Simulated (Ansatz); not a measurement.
Structures of equal composition on the (100) surface of fcc Cu: a layer of Ga in place of the second plane; a layer of Ga in place of the third plane. The slabs share one bottom face, and each structure is named by its start. These are constructed structures in small cells; real faces may alloy, dewet or reconstruct in larger ones, and not all known structures of the face are among them. Slabs of about 9 Å with all that they carry, Fermi-Dirac smearing of 0.1 eV. Bottom of the slabs: a bare face, its two planes held. Relaxed from the named starts with such symmetry as they have, on meshes of like density; energies extrapolated to zero smearing; no spin-orbit coupling, no U. Spin-polarised runs, if any, are marked in brackets, and their order is one that fits the cell; the others ran without spin.

Calculation: PBE (plane waves to 420 eV, PAW; Ansatz, an electronic-structure program).

Task: Order them by energy per 1x1 cell (lowest first) at the level PBE.

Result: a layer of Ga in place of the second plane (0.000 eV), a layer of Ga in place of the third plane (0.030 eV)
